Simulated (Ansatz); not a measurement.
An Ansatz (an electronic-structure program) input for rock-salt ZrN (1 1 0) on antifluorite Mg2Si (1 1 0) (film strained to the substrate, started from cuts of the bulks and a machine-learned relaxation; slabs Mg12Si6 and N12Zr12, which can lie off the formulas):

Ansatz 0.2 input:
```yaml
crystal:
  lattice:
    - [4.49948, 0.0, 0.025894381]
    - [4.49948, 6.363226, 0.021038912]
    - [-0.232277361, 1.041853562, 23.836389212]
  atoms:
    - { symbol: Mg, position: [0.112340271, 0.207472421, 0.138918643] }
    - { symbol: Mg, position: [0.54613347, 0.314364594, 0.028507172] }
    - { symbol: Mg, position: [0.052907841, 0.805644956, 0.029016834] }
    - { symbol: Mg, position: [0.595555002, 0.724198695, 0.139129837] }
    - { symbol: Mg, position: [0.117797933, 0.193587876, 0.328073321] }
    - { symbol: Mg, position: [0.612722261, 0.201670907, 0.231480895] }
    - { symbol: Mg, position: [0.109457431, 0.704652512, 0.230935072] }
    - { symbol: Mg, position: [0.623670571, 0.68770948, 0.327645713] }
    - { symbol: Mg, position: [0.172841693, 0.17484072, 0.534278664] }
    - { symbol: Mg, position: [0.624620507, 0.190415736, 0.417730352] }
    - { symbol: Mg, position: [0.145649282, 0.671754509, 0.420209482] }
    - { symbol: Mg, position: [0.65623507, 0.691958009, 0.534835853] }
    - { symbol: Si, position: [0.853047732, 0.970639165, 0.135089545] }
    - { symbol: Si, position: [0.883464804, 0.477855194, 0.054707138] }
    - { symbol: Si, position: [0.870093185, 0.93982806, 0.324637379] }
    - { symbol: Si, position: [0.86122069, 0.452574474, 0.233499006] }
    - { symbol: Si, position: [0.922411355, 0.924638166, 0.502294937] }
    - { symbol: Si, position: [0.889187008, 0.431049489, 0.423797614] }
    - { symbol: N, position: [0.920514077, 0.432592098, 0.601078162] }
    - { symbol: N, position: [0.41768519, 0.934612674, 0.611367238] }
    - { symbol: N, position: [0.673177909, 0.182347111, 0.674046785] }
    - { symbol: N, position: [0.186585625, 0.668166238, 0.673639775] }
    - { symbol: N, position: [0.446189105, 0.910556381, 0.746015976] }
    - { symbol: N, position: [0.941793121, 0.414858942, 0.747077658] }
    - { symbol: N, position: [0.206216197, 0.652989772, 0.816415707] }
    - { symbol: N, position: [0.707969043, 0.149969626, 0.815842485] }
    - { symbol: N, position: [-0.025293268, 0.385054313, 0.888720786] }
    - { symbol: N, position: [0.459156364, 0.900090484, 0.88873769] }
    - { symbol: N, position: [0.740114818, 0.119783673, 0.960341199] }
    - { symbol: N, position: [0.232124047, 0.627150808, 0.951712329] }
    - { symbol: Zr, position: [0.178776582, 0.176504695, 0.675523372] }
    - { symbol: Zr, position: [0.684182838, 0.670577192, 0.674846064] }
    - { symbol: Zr, position: [0.416453801, 0.436096738, 0.606177399] }
    - { symbol: Zr, position: [0.916846917, 0.9362491, 0.610523792] }
    - { symbol: Zr, position: [0.705617441, 0.653334582, 0.816481181] }
    - { symbol: Zr, position: [0.205784969, 0.152226678, 0.81685723] }
    - { symbol: Zr, position: [0.943796062, 0.912823282, 0.746281958] }
    - { symbol: Zr, position: [0.443068695, 0.413770756, 0.746281822] }
    - { symbol: Zr, position: [0.228221898, 0.13206645, 0.958750574] }
    - { symbol: Zr, position: [0.728669683, 0.630280193, 0.951850611] }
    - { symbol: Zr, position: [0.474207384, 0.385295151, 0.887451801] }
    - { symbol: Zr, position: [-0.034084393, 0.892992191, 0.887679555] }
basis:
  ecutwfc: 420
  ecutrho_ratio: 4
  xc_grid: 2
kpoints:
  mp_grid: { grid: [7, 4, 1] }
hamiltonian:
  xc: pbe
  dispersion: none
  pseudopotentials: { kind: paw }
scf:
  n_extra_bands: 45
  occupations: { method: fermi_dirac, width: 0.05 }
output:
  forces: true
  stress: true
  eigenstates:
    kpoints:
      - [0, 0, 0]
      - [0.5, 0, 0]
      - [0, 0.5, 0]
      - [0.5, 0.5, 0]
    e_range: [-3.5, 3.5]
    localisation: true
relax:
  f_tol: 0.04
  max_steps: 70
  cell: { fix: [a, b, gamma], stress_tol: 0.3 }
```

Calculation: PBE (plane waves to 420 eV, PAW; Ansatz). Scalar-relativistic, without spin–orbit coupling; the runs are not spin-polarised. Its k-point mesh 7×4×1, Fermi–Dirac width 0.05 eV.

### Question
Write the closing report of this run, without the band table and long remarks, to eight decimals at most.

### Answer
```
SCF converged after 4 iterations
Free energy (F): -81754.688791 eV
Harris-Foulkes:  -81754.688791 eV  (|F-HF|=1.03e-9)
Internal energy: -81754.590918 eV  (E = F + TS)
E sigma→0 (E₀):  -81754.639854 eV
Entropy (-TS):   -0.097873 eV (-2.330 meV/atom)
Fermi energy:    10.770158 eV
--- Per-component energies (eV) ---
  E_band       = -5205.559792
  E_kinetic    = 6766.088508
  E_local      = -69311.756368  (includes V_loc(G=0)·N_el)
  E_nonlocal   = 2783.344202
  E_hartree    = 30032.810477
  E_xc         = -3369.572505
  E_vxc        = -3977.434548  (∫ρ·V_xc dr)
  E_paw        = -43551.736801  (= ΣΔE_a)
  E_vpaw       = -1531.427371  (= ΣTr[D̂ρ^β])
  E_aug_tail   = 0.001423  (compensation charges beyond the density's cutoff)
  E_ewald      = -5103.769855
  E_smearing   = -0.097873  (= −TS)
  E_closure    = 0.000000  (closes the sum)
  Σ components = -81754.688791   (vs F -81754.688791, Δ=0.00e0)
--- Forces (eV/Å), atoms counted from 1 ---
  atom   1  Mg    -0.00039702    -0.00152216     0.00355693
  atom   2  Mg     0.00107006    -0.00998168    -0.00273394
  atom   3  Mg     0.00026541     0.00896450    -0.00935752
  atom   4  Mg     0.00006884     0.00127393     0.00492300
  atom   5  Mg    -0.00019869    -0.00573850    -0.00191695
  atom   6  Mg     0.00009203    -0.00272320     0.00226988
  atom   7  Mg    -0.00019331     0.00071591     0.00020055
  atom   8  Mg     0.00008858     0.00176467    -0.00425942
  atom   9  Mg    -0.00331704    -0.00757702     0.01048698
  atom  10  Mg     0.00105843    -0.00681567    -0.00163139
  atom  11  Mg     0.00035419     0.00008792    -0.00284476
  atom  12  Mg    -0.00019455    -0.01005890     0.01393793
  atom  13  Si     0.00000099    -0.00148012    -0.00264516
  atom  14  Si     0.00033116     0.00025535    -0.00006888
  atom  15  Si     0.00007907    -0.00699892     0.00292827
  atom  16  Si    -0.00005790    -0.00339137    -0.00490282
  atom  17  Si     0.00114453     0.00278535    -0.00413511
  atom  18  Si    -0.00067832    -0.00578885     0.00213766
  atom  19  N     -0.00049446     0.00038842    -0.00686835
  atom  20  N      0.00273196    -0.00248160    -0.02233148
  atom  21  N     -0.00047707     0.00196471    -0.00552154
  atom  22  N      0.00130273     0.00676345     0.00424879
  atom  23  N      0.00045827     0.01178004     0.00314679
  atom  24  N     -0.00055676    -0.00588849     0.00548930
  atom  25  N     -0.00126968     0.00684276     0.00081827
  atom  26  N      0.00119123    -0.00395419     0.00022351
  atom  27  N      0.00012031    -0.00337851     0.00044349
  atom  28  N      0.00043756     0.00405055     0.00494462
  atom  29  N     -0.00107258    -0.00453266     0.00352010
  atom  30  N      0.00037158     0.00577806    -0.00088853
  atom  31  Zr    -0.00092753    -0.00915807    -0.00771560
  atom  32  Zr    -0.00226123     0.00510073    -0.00296711
  atom  33  Zr     0.00249541    -0.00328264     0.01862176
  atom  34  Zr     0.00187058     0.02221226    -0.00316876
  atom  35  Zr    -0.00112530     0.00997365    -0.00684252
  atom  36  Zr    -0.00155446    -0.00223068     0.00937835
  atom  37  Zr     0.00087339     0.00331957     0.00335411
  atom  38  Zr     0.00115262    -0.00511785    -0.00544606
  atom  39  Zr    -0.00269077     0.00118238    -0.00801004
  atom  40  Zr     0.00133949     0.00252828     0.00687014
  atom  41  Zr    -0.00085880     0.00241048     0.00507858
  atom  42  Zr    -0.00057306     0.00195897    -0.00235879
  max |Σ_I F_I| component: 3.58e-5 eV/Å
--- Stress (GPa, compression-positive) ---
        3.637426      -0.013943       0.026077
       -0.013943       6.862567       0.076397
        0.026077       0.076397      -0.018161
  P = ⅓ Tr σ = 3.4939 GPa (34.939 kbar)
--- Relaxed structure (18 steps of the walk, 16 accepted, 1 SCFs on fresh bases) ---
  F+E_penalty+E_count = -81754.68879116 eV   max|allowed force component| = 2.233e-2 eV/Å   (the final SCF, on the basis selected at the relaxed cell)
  cell:  # Å, volume = 679.1784 Å³
    - [4.49941937, -4.33192065e-5, 0.03487268]
    - [4.49893919, 6.36283959, 0.10112686]
    - [-0.18413980, 1.30811175, 23.73540643]
  atoms:
    - { symbol: Mg, position: [0.20318052, 0.14185061, 0.13939582] }
    - { symbol: Mg, position: [0.67289946, 0.17242556, 0.04227199] }
    - { symbol: Mg, position: [0.18152023, 0.66317873, 0.04219558] }
    - { symbol: Mg, position: [0.69871818, 0.64612533, 0.13929622] }
    - { symbol: Mg, position: [0.24698910, 0.09776519, 0.32862460] }
    - { symbol: Mg, position: [0.72202367, 0.12285934, 0.23273750] }
    - { symbol: Mg, position: [0.22407045, 0.62079568, 0.23276466] }
    - { symbol: Mg, position: [0.74514639, 0.59962304, 0.32863059] }
    - { symbol: Mg, position: [0.29639899, 0.04802167, 0.51929710] }
    - { symbol: Mg, position: [0.76695624, 0.07762961, 0.42208818] }
    - { symbol: Mg, position: [0.27150270, 0.57325259, 0.42190328] }
    - { symbol: Mg, position: [0.78804280, 0.55681968, 0.51893602] }
    - { symbol: Si, position: [0.95005004, 0.89492872, 0.13613146] }
    - { symbol: Si, position: [0.92934521, 0.41564887, 0.04901679] }
    - { symbol: Si, position: [0.99551726, 0.84926394, 0.32666028] }
    - { symbol: Si, position: [0.97364281, 0.37121261, 0.23471656] }
    - { symbol: Si, position: [1.04238651, 0.80222730, 0.51233758] }
    - { symbol: Si, position: [1.02004475, 0.32461097, 0.42520999] }
    - { symbol: N, position: [0.82547802, 0.51914113, 0.60934029] }
    - { symbol: N, position: [0.31634341, 1.02836080, 0.61021794] }
    - { symbol: N, position: [0.58734613, 0.25742627, 0.67643764] }
    - { symbol: N, position: [0.08755456, 0.75708873, 0.67481452] }
    - { symbol: N, position: [0.35458574, 0.99018090, 0.74647460] }
    - { symbol: N, position: [0.85507684, 0.48980968, 0.74581893] }
    - { symbol: N, position: [0.12152045, 0.72328060, 0.81554542] }
    - { symbol: N, position: [0.62211521, 0.22276147, 0.81485143] }
    - { symbol: N, position: [-0.11058219, 0.45556978, 0.88651838] }
    - { symbol: N, position: [0.38911988, 0.95574700, 0.88491424] }
    - { symbol: N, position: [0.66003055, 0.18488253, 0.95145693] }
    - { symbol: N, position: [0.15094687, 0.69404328, 0.95178088] }
    - { symbol: Zr, position: [0.08624796, 0.25841188, 0.67505508] }
    - { symbol: Zr, position: [0.58700681, 0.75771224, 0.67446017] }
    - { symbol: Zr, position: [0.31855543, 0.52668928, 0.61077330] }
    - { symbol: Zr, position: [0.82420256, 1.01967900, 0.61096835] }
    - { symbol: Zr, position: [0.62383143, 0.72100636, 0.81650224] }
    - { symbol: Zr, position: [0.12138111, 0.22353563, 0.81713480] }
    - { symbol: Zr, position: [0.85531923, 0.98942124, 0.74422386] }
    - { symbol: Zr, position: [0.35288081, 0.49194909, 0.74483825] }
    - { symbol: Zr, position: [0.15246205, 0.19336639, 0.95061321] }
    - { symbol: Zr, position: [0.65772796, 0.68654991, 0.95030680] }
    - { symbol: Zr, position: [0.38965569, 0.45528485, 0.88688323] }
    - { symbol: Zr, position: [-0.11011162, 0.95510662, 0.88634392] }
```

Cost: around 50 core-minutes (rough).
